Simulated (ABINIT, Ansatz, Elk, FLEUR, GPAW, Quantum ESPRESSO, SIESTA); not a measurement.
**Code comparison for GaFe₃ (Pm-3m, 4 atoms in the cell)**

Self-consistent single point.

```yaml
crystal:
  lattice:
    - [3.63803, 0.00000, 0.00000]
    - [0.00000, 3.63803, 0.00000]
    - [0.00000, 0.00000, 3.63803]
  atoms:
    - { symbol: Ga, position: [0.00000, 0.00000, 0.00000] }
    - { symbol: Fe, position: [0.00000, 0.50000, 0.50000], spin: 4.0 }
    - { symbol: Fe, position: [0.50000, 0.00000, 0.50000], spin: 4.0 }
    - { symbol: Fe, position: [0.50000, 0.50000, 0.00000], spin: 4.0 }
```
(The spins are starting values, not results.)

All programs got the same cell, k-point mesh and kind of occupations, and the same starting moments (in Ansatz's words: kpoints.mp_grid.grid = 6 6 6; magnetization.spin_polarized = true; scf.occupations.method = gaussian; scf.occupations.width = 0.02 Ry); potentials, basis and cutoffs are each program's usual ones.

```tsv
code	model	pressure (GPa)	size of the net moment (μB/atom)	k-points	cutoff
Ansatz	LDA (PW92), PAW files made with PBE	-13.56	1.68	20	default
ABINIT	LDA (PW92), PAW (JTH v2.0 LDA PAW)	-14.09	1.68	20	30 Ha
Elk	LDA (PW92), all-electron FP-LAPW, Elk's shipped species files, APW+lo basis with extra local orbitals	–	1.67	20	rgkmax 7.5
FLEUR	LDA (Perdew-Zunger), all-electron FLAPW (FLEUR), scalar-relativistic valence	–	1.65	20	Kmax 3.5 1/bohr
GPAW	LDA (Perdew-Wang 92), GPAW PAW datasets LDA (gpaw-data 1.0.1)	-12.51	1.67	20	800 eV
Quantum ESPRESSO	LDA (PZ), GBRV 1.5 ultrasoft (LDA) pseudopotentials	-13.11	1.71	20	50 Ry
SIESTA	LDA PW92, numerical atomic orbitals DZP, PseudoDojo LDA standard norm-conserving potentials (rewritten from UPF to PSML)	-14.50	1.71	132	grid 350 Ry
```

A dash marks a value that a program does not give, or that is left out as unsure.

The spread over the programs that give each value: pressure within 1.99 GPa; size of the net moment within 0.06 μB/atom.

The starting cell comes from a database of computed structures (which also holds hypothetical and non-ambient phases and stackings), without a prior relaxation at this level. On Ansatz's run: The magnetic order is the one reached from the typed start; others were not searched systematically. In the base run, with a pressure of about -13 GPa the cell is away from its equilibrium volume at this level.

Why do the programs differ, and what cannot be compared?

Differences of this kind can come from the potentials, where these differ, and from what each basis and cutoff leave unconverged. The valence holds different numbers of electrons (Ansatz (an electronic-structure program) 61, ABINIT 61, FLEUR 61, GPAW 27, Quantum ESPRESSO 67, SIESTA 61). The zero of total energies and Fermi levels follows the potentials and each program's conventions, so they are not compared here. SIESTA uses small atom-centred bases, whose incompleteness enters pressures, forces and empty levels differently from a plane-wave cutoff. Elk and FLEUR treat all electrons, but the usual bases taken here (sphere radii, linearisation, local orbitals, empty states) were not tested for convergence, so the values are no reference for the others. Ansatz's pressure is given at a fixed set of plane waves, as the other plane-wave codes print theirs; with its correction for the finite basis it is -13.47 GPa. Ansatz's smearing width was typed in Ry to four decimals, so it matches the others to a few per cent. The same LDA comes in different parametrisations, which differ slightly. Site moments depend on each program's spheres or projections; the total moment of the cell does not. The programs reduce the same mesh by symmetry to different extents, which changes the work and not the result. In the pressure, SIESTA (by 1.16) lies more than 1 GPa from the median of the plane-wave programs.

Keys are those of Ansatz 0.2.
